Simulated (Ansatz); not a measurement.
**ZnS under a change: pressure 3 GPa**

The reference is ZnS (space group R3m, No. 160; a = 3.7838 Å, c = 27.8997 Å (hexagonal axes)).

Modification: a hydrostatic pressure of 3 GPa.

Level of theory: Kohn–Sham DFT with the PBEsol functional, run in Ansatz (an electronic-structure program) with PAW and 420 eV plane waves, without spin-orbit coupling. k-mesh 10×10×10 (Γ-centred); smearing 0.05 eV (Fermi–Dirac).

The volume per atom falls by 0.67 Å³ to 18.55 Å³ and the density rises by 0.15 g/cm³, from 4.21 g/cm³ to 4.36 g/cm³. The lattice parameter a falls by 0.0454 Å (3.784 Å → 3.738 Å) and the c/a ratio goes up by 0.006 to 7.380. The shortest interatomic distance drops by 0.027 Å (2.318 Å → 2.291 Å) and the enthalpy H = E + PV relative to the base's energy is +0.35 eV/atom. The band gap goes up by 0.154 eV (2.13 eV → 2.29 eV) and the gap character is still direct at Γ. The mean gap deformation potential ΔEg/Δln V is -4.4 eV and the width of the top valence band increases by 0.10 eV (1.67 eV → 1.77 eV). The electron mass changes from 0.16 mₑ along c, 0.17 mₑ across (at Γ) to 0.17 mₑ along c, 0.18 mₑ across (at Γ) and the valence-band top at Γ (three highest levels, from the VBM) changes from 0.00, 0.00, -0.06 eV to 0.00, 0.00, -0.07 eV. The valley order (the lowest conduction-band minima on the path, energy above the VBM, named in the base's zone) changes from Γ 2.13 eV; L (0, 0, 1/2) 3.18 eV; F (1/2, 0, 1/2) 3.20 eV to Γ 2.29 eV; L (0, 0, 1/2) 3.15 eV; F (1/2, 0, 1/2) 3.19 eV.

Final structure:

```
CELL_PARAMETERS angstrom
      1.86916     1.07916     9.19625
     -1.86916     1.07916     9.19625
      0.00000    -2.15832     9.19625
ATOMIC_POSITIONS crystal
  Zn 0.99999 0.99999 0.99999
  Zn 0.77767 0.77767 0.77767
  Zn 0.55539 0.55539 0.55539
  S  0.91677 0.91677 0.91677
  S  0.47220 0.47220 0.47220
  S  0.69463 0.69463 0.69463
```

Load acts through the strain it causes; cell and atoms are relaxed under it. Effective masses come from finite differences of ±0.01 Å⁻¹. Stability against distortions was not tested. This is not the structure that ZnS has at room temperature and ambient pressure.
